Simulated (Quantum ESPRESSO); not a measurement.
## Parameter sweep on Br (Immm, 1 atom in the cell)

```
CELL_PARAMETERS angstrom
     -1.28677     1.71999     3.57799
      1.28677    -1.71999     3.57799
      1.28677     1.71999    -3.57799
ATOMIC_POSITIONS crystal
  Br 0.00000 0.00000 0.00000
```

Base run A: PBEsol, PseudoDojo standard norm-conserving (PBESOL) pseudopotentials in Quantum ESPRESSO, self-consistent single point.

Its settings: ecutwfc = 50 Ry; occupations = smearing; smearing = cold; degauss = 0.0073499 Ry; potentials = {Br: Br.upf}; K_POINTS = automatic 16 16 16 0 0 0; conv_thr = 1e-10 Ry.

The starting cell comes from a database of computed structures (which also holds hypothetical and non-ambient phases and stackings), without a prior relaxation at this level.

Runs:
- B: ecutwfc: 50 Ry → 45 Ry; potentials: PseudoDojo standard norm-conserving (LDA) [LDA (PW92)]
- C: input_dft: default → blyp; potentials: PseudoDojo standard norm-conserving (PBE) [BLYP]
- D: input_dft: default → wc; potentials: PseudoDojo standard norm-conserving (PBE) [Wu-Cohen GGA]
- E: input_dft: default → vdw-df2; potentials: PseudoDojo standard norm-conserving (PBE) [vdW-DF2]
- F: input_dft: default → vdw-df-cx; potentials: PseudoDojo standard norm-conserving (PBE) [vdW-DF-cx]
- G: input_dft: default → rvv10; potentials: PseudoDojo standard norm-conserving (PBE) [rVV10]

Problem. What does run B change against A?

Solution. The pressure goes from -0.90 to -2.27 GPa.

Problem. What does run F change against A?

Solution. The pressure goes from -0.90 to -0.35 GPa.

Problem. What does run D change against A?

Solution. The pressure goes from -0.90 to -0.63 GPa.

```
run  pressure (GPa)
---  --------------
A             -0.90
B             -2.27
C              3.65
D             -0.63
E              3.89
F             -0.35
G              0.99
```

Left out of this page: 3 runs of the series held back from this collection.
